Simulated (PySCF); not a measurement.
PySCF 2.14.0, BP86/def2-svpd, df: Ca(Br)(OH)(NH3)2 ([NH3]->[Ca](<-[NH3])([OH])[Br]), 12 atoms. The geometry is a generated start, not checked to be a minimum at this level.

```json
{
 "task": "energy",
 "method": "bp86",
 "basis": "def2-svpd",
 "two_electron_scheme": "density fitting",
 "mol.max_memory": "3000 MB",
 "mf.max_cycle": "100",
 "mf.conv_tol": "1e-09 (default)",
 "mf.grids.level": "3 (default)",
 "basis_functions": "187",
 "grid_points": "151392"
}
```

```xyz
12

Ca    -0.0458     0.2076     0.5528
Br    -1.1461     1.9678    -0.9689
O     -1.1146    -0.5915     1.9023
H     -1.1229    -0.9772     2.7752
N      2.0976     1.3472    -0.1436
H      3.0880     1.1556    -0.0072
H      1.9324     2.3190     0.1159
H      1.9035     1.2967    -1.1418
N     -1.1471    -1.5629    -0.7600
H     -1.6366    -1.5195     0.1405
H     -1.0628    -2.5417    -1.0203
H     -1.7454    -1.1011    -1.4451
```

With the defaults (mf.init_guess = minao, mf.DIIS = CDIIS, mf.diis = true, mf.diis_damp = 0, mf.level_shift = 0, mf.diis_space = 8) it converges in 15 Fock builds. One run each on 2 threads, 1 BLAS thread, with these changes:
- mf.init_guess = sap
- mf.init_guess = huckel
- mf.diis_space = 20
- mf.init_guess = mod_huckel
- mf.diis = false
- mf.init_guess = 1e
- mf.diis_damp = 0.3
- mf.DIIS = EDIIS
- mf.level_shift = 0.3 Hartree

Question: Which runs fail or end elsewhere than the default run?

Answer: No convergence: mf.init_guess = 1e; mf.DIIS = EDIIS; mf.diis = false (the run ends without SCF convergence in 100 cycles). The rest reach the solution of the defaults.

```tsv
setting	Fock builds	end
mf.diis_damp = 0.3	13	same solution
the defaults	15	same solution
mf.diis_space = 20	15	same solution
mf.init_guess = sap	18	same solution
mf.init_guess = mod_huckel	18	same solution
mf.init_guess = huckel	19	same solution
mf.level_shift = 0.3 Hartree	20	same solution
mf.init_guess = 1e	101	no convergence
mf.DIIS = EDIIS	101	no convergence
mf.diis = false	101	no convergence
```
